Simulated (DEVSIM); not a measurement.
Structure: Al/Si3N4/p-Si capacitor, at 300 K.

| layer (left to right) | material | thickness (nm) | Na (cm⁻³) |
|---|---|---|---|
| 1 | Si3N4 | 5.60 | - |
| 2 | Si | 470 | 1.5e18 |

Metal gate on the left, work function 4.1 eV. Fixed charge at the semiconductor interface 3.2e11 cm⁻² (in units of +e); no interface traps.

The device is made up for the run: typed textbook-type constants, with dimensions and the other settings drawn at random. Values at 300 K.

```csv
parameter,Si3N4,Si
gap (eV),5.1,1.124
affinity (eV),2.1,4.05
permittivity,7.5,11.7
Nc (cm⁻³),-,2.86e19
Nv (cm⁻³),-,3.1e19
```

Simulated with DEVSIM: 1D Poisson equation in equilibrium, Boltzmann statistics, complete ionisation; no quantum confinement or tunnelling. Metal contacts follow the ideal Schottky-Mott rule: no Fermi-level pinning, no interface dipoles.

The fixed charge was swept, all else fixed.

```csv
fixed charge (cm^-2),threshold voltage (band bending 2φF) (V),flat-band voltage (V)
-3.58e12,1.04,-0.51
-1.63e12,0.78,-0.78
3.2e11,0.52,-1.04
2.27e12,0.25,-1.30
4.22e12,-0.01,-1.57
```

From the first row to the last the threshold voltage (band bending 2φF) goes from 1.04 to -0.01. From the first row to the last the flat-band voltage goes from -0.51 to -1.57.
